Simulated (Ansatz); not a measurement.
For SiGe (model structure, started from the cinnabar type, P6₂22, No. 180, 6 atoms in the cell), PBE (PAW; Ansatz, a first-principles code) gives:

| Property | Value |
|---|---|
| lattice constant a | 4.004 Å |
| lattice parameter c | 8.522 Å |
| formation enthalpy | 0.226 eV/atom |

Question: What does PBE-D3(BJ) (Ansatz, plane waves, PAW) give for the same quantities?

Answer: 
- lattice constant a: 3.960 Å (drops by 1.1 %)
- lattice parameter c: 8.429 Å (drops by 1.1 %)
- formation enthalpy: 0.190 eV/atom (falls by 0.036 eV/atom)

Changes are worked out from the printed values.

Unless a cell is named, each level is at its own relaxed cell (PBE 19.72, PBE-D3(BJ) 19.08 Å³/atom).

Ansatz's density-functional and Hartree–Fock values are scalar-relativistic unless marked +SOC, with PAW data made under PBE.

A model structure was made by putting elements into a prototype or built by hand; it is no filed structure, need not be a known phase, and can be a saddle point held by its symmetry.
